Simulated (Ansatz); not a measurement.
# Ti6O (P-31m): resistivity and electron-phonon coupling

```
CELL_PARAMETERS angstrom
      5.05014     0.00000     0.00000
     -2.52507     4.37355     0.00000
      0.00000     0.00000     4.69272
ATOMIC_POSITIONS crystal
  Ti 0.66865 0.66865 0.25960
  Ti 0.33135 0.33135 0.74040
  Ti 0.33135 0.00000 0.25960
  Ti 0.66865 0.00000 0.74040
  Ti 0.00000 0.33135 0.25960
  Ti 0.00000 0.66865 0.74040
  O  0.00000 0.00000 0.00000
```

All values below come from PBEsol, DFPT electron-phonon coupling, linearised Boltzmann equation (plane waves, PAW, scalar-relativistic; Ansatz, an electronic-structure program). How the cell was made: relaxed with this functional, without spin-orbit coupling.

| Quantity | Value |
|---|---|
| resistivity at 300 K | 96 (x), 96 (y), 37 (z) μΩ·cm |
| electron mean free path at 300 K (weighted by the current that each state carries) | 2.9 (x), 2.9 (y), 3.8 (z) nm |
| electron-phonon coupling λ | 0.37 |
| transport coupling λ_tr | 0.39 (x), 0.39 (y), 0.36 (z) |
| logarithmic mean phonon energy | 21 meV |
| density of states at the Fermi level | 2.2 states/(eV·spin·cell) |

A metal at this level (no band gap). Only scattering by harmonic phonons is included (no impurities, grain boundaries, electron-electron scattering or thermal expansion). Spin-orbit coupling is left out. Values near or above 100 μΩ·cm, or paths under about 2 nm, lie near resistivity saturation, where the Boltzmann equation overshoots. Halving the electron mesh (20x20x20) moves the resistivity by up to 6 % at 300 K, the mean free path by up to 5 %, the coupling by up to 3 %. Smearing 0.20 eV; phonons on a 3x3x3 q mesh, which this run doesn't test and which matters most at low temperature.

Formula and space group known from diffraction (Crystallography Open Database), not checked to be the room-temperature form: Ti6O (P-31m).
